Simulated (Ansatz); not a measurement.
# The (11-23) surface of hcp Sc in its 1x1 cell, outermost plane spacing 0.60 Å in the ideal cut

The numbers are results of PBE (plane waves to 420 eV, PAW; Ansatz, a program for electronic structure), not measurements.

Model: 17-atom slab, 9.6 Å thick at the start (thin: gaps and levels are the slab's own), 7x6x1 mesh, Fermi-Dirac 0.1 eV, dipole correction, all atoms relaxed; start symmetry kept, larger cells not searched; no spin, no spin-orbit, no U.

```json
{
 "surface energy (mean of both faces)": "1.35 J/m²",
 "surface_energy_before_relaxation": "1.40 J/m²",
 "work_function_of_the_top_face": "3.06 eV",
 "energy_released_by_relaxation": "0.24 eV",
 "cost": "around 9 core-minutes (rough)"
}
```
